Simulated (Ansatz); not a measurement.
## Converging the plane-wave cutoff: RbCrSe₂ (R3m, 4 atoms in the cell)

```
CELL_PARAMETERS angstrom
      1.93697     1.11831     7.78303
     -1.93697     1.11831     7.78303
      0.00000    -2.23662     7.78303
ATOMIC_POSITIONS crystal
  Rb 0.16806 0.16806 0.16806
  Cr 0.99775 0.99775 0.99775
  Se 0.38859 0.38859 0.38859
  Se 0.60744 0.60744 0.60744
```
Moments meant for the start (each program seeds them in its own way; μB, in the order of the atoms Rb Cr Se Se): 0.0 3.0 0.0 0.0.

Method: PBEsol, default PAW files made with PBE (plane waves; Ansatz, a quantum-chemistry and plane-wave program).

Base settings: basis.ecutwfc = 420 eV; kpoints.mp_grid.grid = 4 4 4; hamiltonian.xc = pbesol; hamiltonian.pseudopotentials = {kind: paw} (the program's default PAW files); magnetization.spin_polarized = true; scf.occupations.method = fermi_dirac; scf.occupations.width = 0.05 eV.

The second cell is the first with its lattice scaled by 0.98.

The mesh stays at the base's, so the ladder's end is converged at best in this setting alone.

The first pressure column holds Ansatz's estimate of the finite-basis (Pulay) stress, which hides part of the cutoff error; the other is without it.

Only quantities that move along the ladder and can be compared are tabulated.

The count of work is k-points × plane waves × bands × iterations; it is no time. 

The starting cell comes from a database of computed structures (which also holds hypothetical and non-ambient phases and stackings), without a prior relaxation at this level. Its lattice was rescaled by up to half a per cent. One atom was moved a little off its site on purpose. With one magnetic atom in the cell only a parallel order is possible. In the base run, with a pressure of about -3 GPa the cell is away from its equilibrium volume at this level.

```tsv
basis.ecutwfc	free energy less the last step's (meV/atom)	energy of the compressed cell less the first (meV/atom)	pressure (GPa)	pressure without the Pulay estimate (GPa)	largest difference of a force vector from the last step's (eV/Å)	count of work / last
145 eV	20115.26	-29.35	-8.51	-398.24	1.007	0.063
170 eV	9132.80	64.97	-6.65	-208.97	0.295	0.077
190 eV	4949.41	19.95	-4.88	-129.97	0.176	0.083
210 eV	2584.45	29.29	-2.65	-79.81	0.044	0.098
230 eV	1296.91	-28.90	-3.52	-47.90	0.091	0.11
250 eV	634.10	-24.43	-3.33	-28.35	0.046	0.12
295 eV	103.49	-14.38	-3.05	-8.58	0.007	0.16
335 eV	16.59	-14.53	-3.01	-4.14	0.003	0.19
380 eV	2.10	-14.63	-3.03	-3.15	0.001	0.23
420 eV	0.90	-14.70	-3.03	-3.05	0.001	0.27
460 eV	0.60	-14.72	-3.03	-3.04	0.001	0.31
505 eV	0.35	-14.73	-3.03	-3.04	0.000	0.35
565 eV	0.18	-14.75	-3.03	-3.04	0.000	0.42
630 eV	0.12	-14.75	-3.03	-3.04	0.000	0.49
735 eV	0.06	-14.75	-3.04	-3.04	0.000	0.63
840 eV	0.03	-14.76	-3.04	-3.04	0.000	0.76
1010 eV	0.00	-14.76	-3.04	-3.04	0.000	1.0
```

Coarsest basis.ecutwfc that holds the pressure without the Pulay estimate within 0.5 GPa of the last step, with all finer ones: 380 eV, at 0.23 of the last step's count of work; the step before is off by 1.1 GPa.

Coarsest basis.ecutwfc that holds the energy of the compressed cell less the first within 0.2 meV/atom of the last step, with all finer ones: 380 eV, at 0.23 of the last step's count of work; the step before is off by 0.23 meV/atom.

Coarsest basis.ecutwfc that holds the forces within 0.005 eV/Å of the last step, with all finer ones: 335 eV, at 0.19 of the last step's count of work; the step before is off by 0.007 eV/Å.

The energy difference between the two cells stays within 1 meV/atom of the last step's from 295 eV on, the total only from 420 eV on: much of the error is common to both cells and cancels.

At the lowest cutoff the pressure without the Pulay estimate lies 395 GPa under the last step's, the usual sign of Pulay stress in an incomplete plane-wave basis.

Keys are those of Ansatz 0.2.
